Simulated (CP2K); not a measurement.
Input and output of a self-consistent single point for BaS (Fm-3m, 2 atoms in the cell) (CP2K).

Level of theory: PBE, GPW, DZVP-MOLOPT-SR-GTH basis, GTH-PBE potentials (GTH_POTENTIALS) run with CP2K 2026.2.

```yaml
crystal:
  lattice:
    - [4.51841, 0.00000, 0.00000]
    - [2.25921, 3.91306, 0.00000]
    - [2.25921, 1.30435, 3.68927]
  atoms:
    - { symbol: Ba, position: [0.00000, 0.00000, 0.00000] }
    - { symbol: S, position: [0.50000, 0.50000, 0.50000] }
```

Reference input (self-consistent single point, DFT PBE, GPW, DZVP-MOLOPT-SR-GTH basis, GTH-PBE potentials (GTH_POTENTIALS)): CUTOFF = 500 Ry; REL_CUTOFF = 50 Ry; SMEAR/METHOD = FERMI_DIRAC; ELECTRONIC_TEMPERATURE = 116.05 K; KPOINTS/SCHEME = MONKHORST-PACK 7 7 7; XC_FUNCTIONAL = PBE; Ba/BASIS_SET = DZVP-MOLOPT-SR-GTH-q10; Ba/POTENTIAL = GTH-PBE-q10; S/BASIS_SET = DZVP-MOLOPT-SR-GTH-q6; S/POTENTIAL = GTH-PBE-q6; METHOD = GPW; EPS_DEFAULT = 1e-10. This run's input differs from it in these lines:

```diff
@@ -39,3 +39,3 @@
     &KPOINTS
-      SCHEME MONKHORST-PACK 7 7 7
+      SCHEME MONKHORST-PACK 3 3 3
     &END KPOINTS
```

Output (repeated stretches shortened):

```
 SCF WAVEFUNCTION OPTIMIZATION

  Step     Update method      Time    Convergence         Total energy    Change
     1 NoMix/Diag. 0.30E+00      -     2.09264495       -35.9698980695 -3.60E+01
     2 Broy./Diag. 0.30E+00      -     0.08758020       -35.4424336672  5.27E-01
     3 Broy./Diag. 0.30E+00      -     0.06712265       -35.7163022486 -2.74E-01
     4 Broy./Diag. 0.30E+00      -     0.00971671       -35.8263369306 -1.10E-01
     5 Broy./Diag. 0.30E+00      -     0.00509662       -35.8249786443  1.36E-03
     6 Broy./Diag. 0.30E+00      -     0.00039197       -35.8363093905 -1.13E-02
     7 Broy./Diag. 0.30E+00      -     0.00025042       -35.8365983912 -2.89E-04
     8 Broy./Diag. 0.30E+00      -     0.00001554       -35.8360257362  5.73E-04
     9 Broy./Diag. 0.30E+00      -     0.00001350       -35.8360340949 -8.36E-06
    10 Broy./Diag. 0.30E+00      -     0.00000024       -35.8360485223 -1.44E-05
  *** SCF run converged in    10 steps ***

  Overlap energy of the core charge distribution:               0.00000000000000
  Self energy of the core charge distribution:                -76.41932983504002
  Core Hamiltonian energy:                                     15.73058410588247
  Hartree energy:                                              30.91109197247101
  Exchange-correlation energy:                                 -6.05839476560622
  Electronic entropic energy:                                  -0.00000000000000
  Fermi energy:                                                 0.22676741651578

  Total energy:                                               -35.83604852229276
  Total energy (extrapolated to T->0):                        -35.83604852229276

                     Mulliken Population Analysis

   [... lines left out ...]

 STRESS| Analytical stress tensor [bar]
 STRESS|                        x                   y                   z
 STRESS|      x        2.03900832458E+04   1.39153151303E-01   9.83962223159E-02
 STRESS|      y        1.39153151303E-01   2.03870962036E+04   4.87437730561E-01
 STRESS|      z        9.83962223159E-02   4.87437730561E-01   2.03867747036E+04
 STRESS| 1/3 Trace                                             2.03879847176E+04
```

The run converged in 10 iterations. Against the reference run the free energy goes up by 17.2 meV/atom, the pressure goes from 1.86 to 2.04 GPa and the gap on the mesh goes from 2.799 to 3.084 eV.

The starting cell has typed, rounded lattice constants, without a prior relaxation at this level. Values carry the incompleteness of an atom-centred basis. Another mesh or the band path of this cell gives a smaller gap, so this value is not converged in the mesh.
